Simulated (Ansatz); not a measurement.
# BeS under a change: x(Ca) = 0.75, 8 atoms, R3m

Base system: BeS in the zinc blende structure (space group F-43m, No. 216; a = 4.8380 Å).

The other end (x = 1) is CaS in the zinc blende structure (space group F-43m, No. 216; a hypothetical phase, not in the database extracts checked): 30.20 Å³/atom, gap 3.59 eV; this end may not be an ambient phase.

Now apply this change: a fraction x = 0.75 of the Be sites is given to Ca, ordered in a cell of 8 atoms (starting symmetry R3m) and fully relaxed.

Method: PBEsol (Ansatz, a program for electronic structure), no spin-orbit coupling. Settings: 9×9×9 k-points, 0.05 eV Fermi–Dirac smearing, for the changed cell.

- Volume per atom: 25.79 Å³ (base 14.15 Å³)
- Shortest interatomic distance: 2.044 Å (base 2.095 Å)
- Band gap: 2.78 eV (base 2.91 eV)
- Gap character (in this cell's own zone, which can be folded): indirect, H₂ → Γ
- Electron mass: 0.58 mₑ along c, 0.27 mₑ across (at Γ) (base 0.80 mₑ along k, 0.28 mₑ across (at X))
- Mixing energy: +192 meV/atom (against an end that may be hypothetical)
- Deviation of the volume from the linear (Vegard-type) interpolation: -1.5 %
- Bowing parameter b of this ordering, from Eg = [1−x] Eg[0] + x Eg[1] − b x [1−x]: 3.4 eV
- Mean first-shell distances: Be–S 2.343 Å (end compound 2.095 Å), Ca–S 2.647 Å (end compound 2.697 Å)

Final structure:

```xyz
8
Lattice="2.0521 1.1848 14.1456 -2.0521 1.1848 14.1456 0.0000 -2.3696 14.1456" Properties=species:S:1:pos:R:3 pbc="T T T"
S      0.0000     0.0000    39.7157
S      0.0000     0.0000     7.5533
S      0.0000     0.0000    19.0594
S      0.0000     0.0000    29.4104
Ca     0.0000     0.0000    42.3876
Ca     0.0000     0.0000    10.2596
Be     0.0000     0.0000    21.1036
Ca     0.0000     0.0000    32.0846
```

Cost of the whole job for the changed cell (relaxation, final SCF and bands): around 6 core-minutes (rough).

These are small ordered cells, not random alloys; other orderings at the same x differ. Effective masses come from finite differences of ±0.01 Å⁻¹. Along k means along the line from Γ to the band edge. Stability against distortions was not tested. k-point labels follow each cell's own Brillouin zone.
